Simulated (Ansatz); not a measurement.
The starting structures come from a database of crystals and need not be the phases stable at ambient conditions.

 Where the default PAW files enter, the runs use the earlier of Ansatz's two default sets.

By PBEsol, the system below comes out a metal.

Without scattering a metal conducts by its projected Fermi surface.

Given:

```xyz
3
Lattice="3.0862 0.0000 0.0000 0.0000 4.9623 0.0000 0.0000 -2.4812 4.1686" Properties=species:S:1:pos:R:3 pbc="T T T"
Hf     1.5431     0.0000     2.7791
Hf     1.5431     2.4812     1.3895
Hf     0.0000     0.0000     0.0000
```

Space group of this cell: Cmmm. The cell is strained (lengths along the current scaled by 0.97, ions clamped); by PBEsol its mean pressure is 0.6 GPa.

The current flows along the normal of the first two printed cell vectors. No spin-orbit coupling; the value is a mean over 0.1 eV about the Fermi level.

Task: State the ballistic conductance per area according to PBEsol (Ansatz, an electronic-structure program).

Result: 0.62 × 10¹⁵ S/m² for both spins.
